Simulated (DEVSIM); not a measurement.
Structure: Pd/HfO2/p-Si capacitor, at 300 K.

Layer 1 from the left is HfO2, thickness (nm) 17.0. Layer 2 from the left is Si, thickness (nm) 1700, Na (cm⁻³) 1.1e17.

Metal gate on the left, work function 5.2 eV. Fixed charge at the semiconductor interface -1e11 cm⁻² (in units of +e); no interface traps.

This is a model device: material constants are rounded textbook-type values typed into the input, and sizes, dopings and lifetimes were drawn at random. Values at 300 K.

HfO2: gap (eV) 5.7, affinity (eV) 2.5, permittivity 22. Si: gap (eV) 1.124, affinity (eV) 4.05, permittivity 11.7, Nc (cm⁻³) 2.86e19, Nv (cm⁻³) 3.1e19.

DEVSIM, 1D Poisson equation in equilibrium, Boltzmann statistics, complete ionisation; no quantum confinement or tunnelling. Metal contacts follow the ideal Schottky-Mott rule: no Fermi-level pinning, no interface dipoles.

### Question
What does the simulation give for the minimum of the low-frequency capacitance, the flat-band voltage?

### Answer
minimum of the low-frequency capacitance 0.107 μF/cm²; flat-band voltage 0.19 V.
